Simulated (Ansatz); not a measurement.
The parent structure is InSb in the zinc blende structure (space group F-43m, No. 216; a = 6.5561 Å). Axes: x, y, z lie along the cube axes.

Level of theory: r2SCAN (Ansatz, an electronic-structure program; PAW; 500 eV plane waves; no spin-orbit coupling).

Strains are applied to the cell and any free atomic positions relax.

One change was made to it. Results:

| quantity | base | after |
|---|---|---|
| band gap | zero | zero |
| pressure (mean of the normal stresses, compression positive) | 0.0 GPa | -0.4 GPa |
| energy relative to the base (free energy F) | 0 meV/atom | +0.7 meV/atom |

Problem. What was done to the base?
A. uniaxial strain ε_zz = +3.00 %
B. uniaxial strain ε_zz = +2.00 %
C. uniaxial strain ε_zz = +2.50 %
D. uniaxial strain ε_zz = +1.00 %

Solution. D, uniaxial strain ε_zz = +1.00 %. For comparison, the energy relative to the base in the other runs: uniaxial strain ε_zz = +3.00 % gives +6.1 meV/atom; uniaxial strain ε_zz = +2.00 % gives +2.7 meV/atom; uniaxial strain ε_zz = +2.50 % gives +4.3 meV/atom.

With Sb present, leaving out spin-orbit coupling can change the band edges. Whether these cells are dynamically stable was not tested. The final runs are not spin-polarised. Gaps under 0.05 eV, about the width of the smearing, are given as zero. A zero or small gap of InSb can be the functional's error rather than a property of the material.
